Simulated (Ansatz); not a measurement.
Some atoms of an NVE trajectory of composition SnGe15, cell Sn4Ge60, first heated far above this temperature, then brought to it [in the run: it was liquid; mean temperature 1341 K (target 1290 K); density 5.16 g/cm³]; time step 3.0 fs, velocity Verlet. Method: PBE (plane waves, PAW; Ansatz, a program for electronic structure). On the run's last frame a denser k-mesh moved the forces by 0.089 eV/Å rms, the static pressure by 0.12 GPa and the free energy by 9 meV/atom, which is about how far such values are converged.

```tsv
atom	mass (u)	x y z (Å)	v (Å/fs)	F (eV/Å)
Ge12	72.630	12.37955 8.31121 2.37374	0.002834 0.001856 -0.002673	0.6822 -0.6565 -0.5179
Ge25	72.630	-5.94612 2.63758 3.27965	-0.003203 -0.003223 0.003686	-0.7138 -0.9266 -0.1189
Ge28	72.630	5.24195 6.48909 4.64555	0.000638 0.005704 0.000578	0.1340 0.1147 -0.1244
Ge39	72.630	7.86147 6.37477 7.73308	-0.008357 -0.003693 -0.001524	0.3311 1.2643 0.6541
Ge52	72.630	6.24888 4.41329 11.04364	0.005679 0.002750 -0.004089	0.4837 0.9120 -0.5290
Ge56	72.630	1.93495 4.86709 9.06938	-0.003699 -0.000196 0.000998	0.8645 -0.0464 -0.1455
Ge57	72.630	4.64057 4.87125 2.40350	-0.002870 -0.005285 0.007732	-1.1021 -0.6304 0.6778
Ge58	72.630	2.34515 2.67354 3.23951	0.001378 -0.003681 0.000658	-0.0436 -1.2550 0.2931
```

Problem. Give their positions one step later.

Solution. x' = x + vΔt + FΔt²/(2m), with 1 eV/(Å·u) = 0.0096485 Å/fs².
| atom | x' y' z' (Å) |
|---|---|
| Ge12 | 12.38846 8.31639 2.36541 |
| Ge25 | -5.95615 2.62736 3.29063 |
| Ge28 | 5.24394 6.50627 4.64721 |
| Ge39 | 7.83660 6.36445 7.72890 |
| Ge52 | 6.26620 4.42208 11.03106 |
| Ge56 | 1.92437 4.86647 9.07228 |
| Ge57 | 4.63130 4.85502 2.42710 |
| Ge58 | 2.34925 2.66175 3.24166 |
